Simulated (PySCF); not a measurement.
PySCF 2.14.0, DF-MP2 (frozen core)/cc-pvtz, df: a series of growing systems, each on 32 threads, 1 BLAS thread.

```yaml
task: df-mp2
method: hf
basis: cc-pvtz
two_electron_scheme: density fitting
frozen_core: true
mol.max_memory: 64000 MB
mf.init_guess: minao (default)
mf.DIIS: CDIIS (default)
mf.diis_space: 8 (default)
mf.conv_tol: 1e-09 (default)
```

Hardware: Intel Xeon 6 (Granite Rapids), 96 cores on 1 socket, 2 hardware threads a core, 3 L3 cache groups, 3 NUMA nodes.

Each time is the median wall time of two to five repeats, run one at a time on the otherwise empty machine; start-up is included. Processes are pinned to neighbouring cores unless said otherwise. The build: conda-forge: OpenMP (GNU), OpenBLAS with its own threads, libcint, Libxc; another build can shift the numbers. Scratch files lie in a memory file system.

Measured:

| system | basis functions | Fock builds (products with the orbital Hessian counted alike) | wall time | peak memory |
|---|---|---|---|---|
| cluster of 4 water molecules, 12 atoms | 232 | 11 | 1.42 s | 0.34 GiB |
| cluster of 8 water molecules, 24 atoms | 464 | 12 | 6.79 s | 1.9 GiB |
| cluster of 12 water molecules, 36 atoms | 696 | 12 | 23.9 s | 6.2 GiB |

Still to run:

```csv
system,basis functions
"cluster of 16 water molecules, 48 atoms",928
```

Task: Estimate time and memory of the remaining systems.

Result: The two largest measured give a power of ln(23.9/6.79) / ln(36/24) = 3.10 in the count of atoms; the table sets what it predicts beside the runs.

```
system                                   time by that power  Fock builds (products with the orbital Hessian counted alike)  wall time  peak memory
---------------------------------------  ------------------  -------------------------------------------------------------  ---------  -----------
cluster of 16 water molecules, 48 atoms                58 s                                                             12     64.3 s       15 GiB
```

From the smallest system to the largest the time grows as the power 2.8 of the count of atoms; from step to step the powers are 2.3, 3.1, 3.4. In the smallest, launch, exit and the like take 0.80 s of the 1.4 s. The largest part is start and exit outside the program's clock (57 %) in the smallest system and one-off fitting integrals (inside the first J/K call) (55 %) in the largest.
